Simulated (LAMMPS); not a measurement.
Consider NiAl (CsCl type), 4394 atoms, at 2000 K and 0 GPa, heated as the crystal in molecular dynamics.

Method: classical MD, pair style eam/alloy, file NiAlH_jea.eam.alloy; code LAMMPS.

| r (Å) | g(r), Al-Ni | g(r), Al-Al | g(r), Ni-Ni |
|---|---|---|---|
| 1.820 | 0.000 | 0.000 | 0.003 |
| 1.860 | 0.000 | 0.000 | 0.005 |
| 1.900 | 0.000 | 0.000 | 0.014 |
| 1.940 | 0.004 | 0.000 | 0.030 |
| 1.980 | 0.012 | 0.000 | 0.085 |
| 2.020 | 0.029 | 0.003 | 0.183 |
| 2.060 | 0.094 | 0.004 | 0.307 |
| 2.100 | 0.199 | 0.016 | 0.554 |
| 2.140 | 0.391 | 0.046 | 0.738 |
| 2.180 | 0.697 | 0.088 | 1.10 |
| 2.220 | 1.09 | 0.188 | 1.42 |
| 2.260 | 1.47 | 0.293 | 1.69 |
| 2.300 | 1.94 | 0.456 | 2.04 |
| 2.340 | 2.36 | 0.663 | 2.24 |
| 2.380 | 2.64 | 0.838 | 2.38 |
| 2.420 | 2.79 | 1.17 | 2.40 |
| 2.460 | 2.90 | 1.33 | 2.49 |
| 2.500 | 2.88 | 1.51 | 2.35 |
| 2.540 | 2.73 | 1.58 | 2.24 |
| 2.580 | 2.65 | 1.72 | 2.09 |
| 2.620 | 2.40 | 1.76 | 2.00 |
| 2.660 | 2.26 | 1.91 | 1.81 |
| 2.700 | 2.06 | 1.80 | 1.64 |
| 2.740 | 1.81 | 1.73 | 1.55 |
| 2.780 | 1.68 | 1.80 | 1.44 |
| 2.820 | 1.50 | 1.64 | 1.30 |
| 2.860 | 1.36 | 1.61 | 1.16 |
| 2.900 | 1.25 | 1.53 | 1.06 |
| 2.940 | 1.13 | 1.43 | 1.00 |
| 2.980 | 1.02 | 1.36 | 0.951 |
| 3.020 | 0.982 | 1.31 | 0.872 |
| 3.060 | 0.898 | 1.23 | 0.819 |
| 3.100 | 0.837 | 1.23 | 0.767 |
| 3.140 | 0.778 | 1.12 | 0.726 |
| 3.180 | 0.770 | 1.12 | 0.691 |
| 3.220 | 0.722 | 1.05 | 0.678 |
| 3.260 | 0.707 | 0.982 | 0.658 |
| 3.300 | 0.679 | 0.990 | 0.625 |
| 3.340 | 0.686 | 0.938 | 0.615 |
| 3.380 | 0.636 | 0.924 | 0.610 |
| 3.420 | 0.639 | 0.906 | 0.618 |
| 3.460 | 0.616 | 0.863 | 0.588 |
| 3.500 | 0.610 | 0.844 | 0.605 |
| 3.540 | 0.619 | 0.832 | 0.591 |
| 3.580 | 0.634 | 0.802 | 0.633 |
| 3.620 | 0.642 | 0.804 | 0.607 |
| 3.660 | 0.627 | 0.804 | 0.643 |
| 3.700 | 0.654 | 0.804 | 0.663 |
| 3.740 | 0.652 | 0.794 | 0.668 |
| 3.780 | 0.677 | 0.807 | 0.719 |
| 3.820 | 0.703 | 0.805 | 0.732 |
| 3.860 | 0.718 | 0.806 | 0.775 |
| 3.900 | 0.741 | 0.817 | 0.779 |
| 3.940 | 0.785 | 0.829 | 0.796 |
| 3.980 | 0.808 | 0.836 | 0.833 |
| 4.020 | 0.837 | 0.860 | 0.880 |
| 4.060 | 0.861 | 0.863 | 0.907 |
| 4.100 | 0.902 | 0.886 | 0.910 |
| 4.140 | 0.920 | 0.922 | 0.971 |
| 4.180 | 0.963 | 0.903 | 0.977 |
| 4.220 | 0.997 | 0.916 | 0.995 |
| 4.260 | 1.04 | 0.948 | 1.02 |
| 4.300 | 1.07 | 0.989 | 1.07 |
| 4.340 | 1.09 | 0.993 | 1.07 |
| 4.380 | 1.12 | 1.02 | 1.09 |
| 4.420 | 1.16 | 1.04 | 1.09 |
| 4.460 | 1.16 | 1.06 | 1.13 |
| 4.500 | 1.19 | 1.07 | 1.12 |
| 4.540 | 1.20 | 1.11 | 1.14 |
| 4.580 | 1.22 | 1.12 | 1.16 |
| 4.620 | 1.22 | 1.11 | 1.16 |
| 4.660 | 1.23 | 1.14 | 1.15 |
| 4.700 | 1.24 | 1.15 | 1.17 |
| 4.740 | 1.23 | 1.14 | 1.15 |
| 4.780 | 1.23 | 1.13 | 1.16 |
| 4.820 | 1.22 | 1.14 | 1.18 |
| 4.860 | 1.21 | 1.11 | 1.16 |
| 4.900 | 1.20 | 1.09 | 1.16 |
| 4.940 | 1.19 | 1.11 | 1.12 |
| 4.980 | 1.17 | 1.10 | 1.12 |
| 5.020 | 1.13 | 1.07 | 1.10 |
| 5.060 | 1.11 | 1.06 | 1.09 |
| 5.100 | 1.11 | 1.05 | 1.07 |
| 5.140 | 1.07 | 1.03 | 1.05 |
| 5.180 | 1.04 | 1.02 | 1.04 |
| 5.220 | 1.03 | 1.01 | 1.02 |
| 5.260 | 1.01 | 0.953 | 0.975 |
| 5.300 | 0.988 | 0.963 | 0.980 |
| 5.340 | 0.967 | 0.961 | 0.948 |
| 5.380 | 0.956 | 0.938 | 0.952 |
| 5.420 | 0.948 | 0.944 | 0.934 |
| 5.460 | 0.933 | 0.925 | 0.912 |
| 5.500 | 0.931 | 0.907 | 0.894 |
| 5.540 | 0.926 | 0.919 | 0.887 |
| 5.580 | 0.932 | 0.930 | 0.886 |
| 5.620 | 0.910 | 0.924 | 0.884 |
| 5.660 | 0.909 | 0.928 | 0.869 |
| 5.700 | 0.909 | 0.907 | 0.886 |
| 5.740 | 0.909 | 0.922 | 0.886 |
| 5.780 | 0.896 | 0.932 | 0.892 |
| 5.820 | 0.900 | 0.914 | 0.881 |
| 5.860 | 0.885 | 0.954 | 0.891 |
| 5.900 | 0.928 | 0.935 | 0.904 |

The data show:
- state found: liquid
- first peak of g(r), Al-Ni: 2.47 Å, height 2.9
- coordination number of Al by Ni: 6.36 (counted to 3.54 Å)
- coordination number of Ni by Al: 6.36 (counted to 3.54 Å)
- first peak of g(r), Al-Al: 2.66 Å, height 1.9

Caution: a run this short can hold a crystal over, or a liquid under, the potential's own melting point, which these runs don't give.
